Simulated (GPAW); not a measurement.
Worked example: self-consistent single point of YPt2 (Fd-3m, 6 atoms in the cell) in GPAW.

Computed with PBEsol, GPAW PAW datasets PBEsol (made by gpaw-setup) (plane waves; GPAW).

```yaml
crystal:
  lattice:
    - [0.00000, 3.82539, 3.82539]
    - [3.82539, 0.00000, 3.82539]
    - [3.82539, 3.82539, 0.00000]
  atoms:
    - { symbol: Y, position: [0.50000, 0.50000, 0.50000] }
    - { symbol: Y, position: [0.75000, 0.75000, 0.75000] }
    - { symbol: Pt, position: [0.62500, 0.12500, 0.12500] }
    - { symbol: Pt, position: [0.12500, 0.12500, 0.62500] }
    - { symbol: Pt, position: [0.12500, 0.62500, 0.12500] }
    - { symbol: Pt, position: [0.12500, 0.12500, 0.12500] }
```

Reference input (self-consistent single point, DFT PBEsol, plane waves, GPAW PAW datasets PBEsol (made by gpaw-setup)): mode = pw; ecut = 550 eV; xc = PBEsol; kpts = 6 6 6; mesh shift (steps) = 0 0 0; occupations.name = methfessel-paxton; occupations.width = 0.1 eV; occupations.order = 0; nbands = -14; convergence.density = 1e-05 e/electron; convergence.energy = 1e-05 eV/electron; symmetry.symmorphic = false. This run's input differs from it in these lines:

```diff
@@ -18,3 +18,3 @@
             xc='PBEsol',
-            kpts={'size': (6, 6, 6), 'gamma': True},
+            kpts=(7, 7, 7),
             occupations={'name': 'methfessel-paxton', 'width': 0.1, 'order': 0},
```

Log, with long lists cut:

```
     iter     time        total  log10-change:
                         energy   eigst   dens
iter:   1 --:--:--   -49.830805
iter:   2 --:--:--   -48.478332   -1.41  -1.29
iter:   3 --:--:--   -46.782601   -1.57  -1.36
iter:   4 --:--:--   -46.223159   -2.08  -1.51
iter:   5 --:--:--   -45.876682   -1.74  -1.68
   [... 3 lines left out ...]
iter:   9 --:--:--   -45.859480   -5.00  -3.02
iter:  10 --:--:--   -45.859601   -5.90  -2.89
iter:  11 --:--:--   -45.860901   -3.82  -2.92
iter:  12 --:--:--   -45.860908   -5.41  -3.61
iter:  13 --:--:--   -45.860915c  -6.41  -3.81
iter:  14 --:--:--   -45.860919c  -5.93  -3.83
iter:  15 --:--:--   -45.860900c  -6.29  -3.82
iter:  16 --:--:--   -45.860850c  -6.36  -3.92
iter:  17 --:--:--   -45.860868c  -6.84  -3.89
iter:  18 --:--:--   -45.860856c  -6.55  -3.95
iter:  19 --:--:--   -45.860852c  -7.29  -4.67
iter:  20 --:--:--   -45.860853c  -8.77c -5.06c
Converged after 20 iterations.

Dipole moment: (-27.557023, -27.557023, -27.557023) |e|*Ang

Energy contributions relative to reference atoms: (reference = -2185017.241449)

Kinetic:        -44.087714
Potential:      +33.096912
External:        +0.000000
XC:             -32.401068
Entropy (-ST):   -0.016698
Local:           -2.460633
SIC:             +0.000000
--------------------------
Free energy:    -45.869202
Extrapolated:   -45.860853

Showing only first 2 kpts
 Kpt  Band  Eigenvalues  Occupancy
  0    41     10.16397    2.00000
  0    42     10.16397    2.00000
  0    43     11.08666    0.00000
  0    44     11.08666    0.00000

  1    41      9.82169    2.00000
  1    42      9.96139    2.00000
  1    43     10.34173    1.99290
  1    44     11.21248    0.00000

Fermi level: 10.53208

No gap
   [... lines left out ...]
  0 Y    -0.00000   -0.00000   -0.00000
  1 Y     0.00000   -0.00000   -0.00000
  2 Pt   -0.00000    0.00000    0.00000
  3 Pt    0.00000    0.00000   -0.00000
  4 Pt    0.00000    0.00000    0.00000
  5 Pt    0.00000   -0.00000   -0.00000

Stress tensor:
     0.024850     0.000000    -0.000000
     0.000000     0.024850     0.000000
    -0.000000     0.000000     0.024850
Stress (GPa, Voigt): [ 3.9815  3.9815  3.9815  0.     -0.      0.    ]
```

The run converged in 20 iterations. GPAW prints stress with tension positive. Against the reference run the free energy rises by 3.5 meV/atom and the pressure moves little (-4.00 to -3.98 GPa).

The starting cell comes from a database of computed structures (which also holds hypothetical and non-ambient phases and stackings), without a prior relaxation at this level. Spin polarisation is off. With a pressure of about -4 GPa the cell is away from its equilibrium volume at this level.

Cost on one core of a shared machine: roughly 80 s.
